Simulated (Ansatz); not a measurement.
Worked example: self-consistent single point of CsVN2 (R3m, 8 atoms in the cell) in Ansatz (an electronic-structure program).

Method of the run: PBEsol, default PAW files made with PBE (plane waves; Ansatz).

The change in words: lattice scaled by 0.98; basis.ecutwfc: 420 eV → 460 eV. Reference geometry:
```xyz
8
Lattice="0.0000 4.1928 4.1928 4.1928 0.0000 4.1928 4.1928 4.1928 0.0000" Properties=species:S:1:pos:R:3 pbc="T T T"
Cs     2.1253     2.1253     2.1253
Cs     0.0000     0.0000     0.0000
V      6.2892     6.2892     6.2892
V      4.1928     4.1928     4.1928
N      5.2410     5.2410     5.2410
N      5.2410     3.1446     3.1446
N      3.1446     3.1446     5.2410
N      3.1446     5.2410     3.1446
```

Reference input (self-consistent single point, DFT, PBEsol, plane waves, default PAW files made with PBE): basis.ecutwfc = 420 eV; kpoints.mp_grid.grid = 4 4 4; hamiltonian.xc = pbesol; hamiltonian.pseudopotentials = {kind: paw} (the program's default PAW files); scf.occupations.method = fixed. This run's input differs from it in these lines:

Ansatz 0.2 input:
```diff
@@ -2,5 +2,5 @@
   lattice:
-    - [0.000000, 4.192795, 4.192795]
-    - [4.192795, 0.000000, 4.192795]
-    - [4.192795, 4.192795, 0.000000]
+    - [0.000000, 4.108939, 4.108939]
+    - [4.108939, 0.000000, 4.108939]
+    - [4.108939, 4.108939, 0.000000]
   atoms:
@@ -15,3 +15,3 @@
 basis:
-  ecutwfc: 420.0
+  ecutwfc: 460.0
 kpoints:
```

Output, abridged:

```
SCF iter   1: F=—  HF=-18462.893568 eV  |F-HF|=—  |Δ(HF+E_count)|=         —  Δρ=8.48e-3  dr2=1.01e-1  ethr=1.77e-3  ⟨swp⟩=4.6  Hψ=1834  notcnv=0  defer=73
all-band conjugate gradients solve this SCF's bands
preconditioner: auto → Resta (q_TF=auto, 2.398 Å⁻¹)
SCF iter   2: F=—  HF=-18462.867495 eV  |F-HF|=—  |Δ(HF+E_count)|=   2.61e-2  Δρ=3.60e-3  dr2=2.19e-2  ethr=1.58e-4  ⟨swp⟩=2.0  Hψ=924  notcnv=0  defer=78
   [... lines left out ...]
SCF iter   7: F=—  HF=-18462.864000 eV  |F-HF|=—  |Δ(HF+E_count)|=   2.58e-6  Δρ=6.50e-5  dr2=9.07e-6  ethr=5.45e-8  ⟨swp⟩=2.0  Hψ=690  notcnv=0  defer=50
SCF iter   8: F=—  HF=-18462.863999 eV  |F-HF|=—  |Δ(HF+E_count)|=   6.97e-7  Δρ=2.16e-5  dr2=7.92e-7  ethr=1.42e-8  ⟨swp⟩=1.9  Hψ=581  notcnv=0  defer=50
SCF iter   9: F=—  HF=-18462.864000 eV  |F-HF|=—  |Δ(HF+E_count)|=   4.77e-8  Δρ=8.06e-6  dr2=1.25e-7  ethr=1.24e-9  ⟨swp⟩=2.0  Hψ=630  notcnv=0  defer=49
SCF iter  10: F=-18462.864000 eV  HF=-18462.864000 eV  |F-HF|=3.67e-9  |Δ(HF+E_count)|=  3.06e-10  Δρ=1.96e-6  dr2=6.53e-9  ethr=1.56e-10  ⟨swp⟩=13.3  Hψ=2667  notcnv=0
SCF 1 converged in 10 iterations: F = -18462.864000 eV  dr2 = 6.53e-9
Free energy (F): -18462.864000 eV
Internal energy: -18462.864000 eV  (E = F + TS)
E sigma→0 (E₀):  -18462.864000 eV
Fermi energy:    8.731688 eV
--- Forces (eV/Å), atoms counted from 1 ---
  atom   1  Cs    -0.08074053    -0.08074053    -0.08074053
  atom   2  Cs     0.03760252     0.03760252     0.03760252
  atom   3  V      0.01978004     0.01978004     0.01978004
  atom   4  V      0.02839625     0.02839625     0.02839625
  atom   5  N      0.00746074     0.00746074     0.00746074
  atom   6  N     -0.00958563    -0.00145681    -0.00145681
  atom   7  N     -0.00145681    -0.00145681    -0.00958563
  atom   8  N     -0.00145681    -0.00958563    -0.00145681
--- Stress (GPa, compression-positive) ---
        2.748958      -0.041421      -0.041421
       -0.041421       2.748958      -0.041421
       -0.041421      -0.041421       2.748958
  P = ⅓ Tr σ = 2.7490 GPa (27.490 kbar)
  The stress holds the Pulay correction. Without it, at fixed plane waves, as pw.x and ABINIT print it: P = 2.6928 GPa
```

The run converged in 10 iterations. Against the reference run the free energy falls by 7.3 meV/atom, the pressure goes from -3.92 to 2.75 GPa, the largest force goes from 0.109 to 0.140 eV/Å and the gap on the mesh goes from 0.481 to 0.564 eV.

The starting cell comes from a database of computed structures (which also holds hypothetical and non-ambient phases and stackings), without a prior relaxation at this level. Its lattice was rescaled by up to half a per cent. One atom was moved a little off its site on purpose. For this run, on top of that: lattice scaled by 0.98. Ansatz's pressure includes its estimate of the finite-basis (Pulay) stress.
